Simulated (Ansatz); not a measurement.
Cells marked so need not be the phases stable at ambient conditions, and some may be hypothetical.

 Where the default PAW files enter, the runs use the earlier of Ansatz's two default sets.

The gap is the functional's own, uncorrected, and κ follows it; spin-orbit coupling is left out. Mid-gap values are interpolated between the computed energies.

A. LiNO₃ (R-3c, not sure to be the ambient phase, 10 atoms a cell, 9.3 Å³ an atom), along the normal of (110)
B. CaSnF6 (Fm-3m, not sure to be the ambient phase, 8 atoms a cell, 18.8 Å³ an atom), along the normal of (001)
C. Sr₂MgMoO₆ (I4/m, not sure to be the ambient phase, 10 atoms a cell, 12.8 Å³ an atom, -7 GPa at this level), along the normal of (001)
D. Ca₃AsCl₃ (Pm-3m, not sure to be the ambient phase, 7 atoms a cell, 27.2 Å³ an atom), along the normal of (110)
E. Cs$_{2}$PtC$_{2}$ (P-3m1, not sure to be the ambient phase, 5 atoms a cell, 29.3 Å³ an atom), along the normal of (001)

Task: Rank these by mid-gap decay constant of the slowest evanescent state (highest first), as r2SCAN (Ansatz, a program for electronic structure) gives it.

Result: B (0.59 1/Å), A (0.55 1/Å), C (0.37 1/Å), D (0.20 1/Å), E (0.11 1/Å)
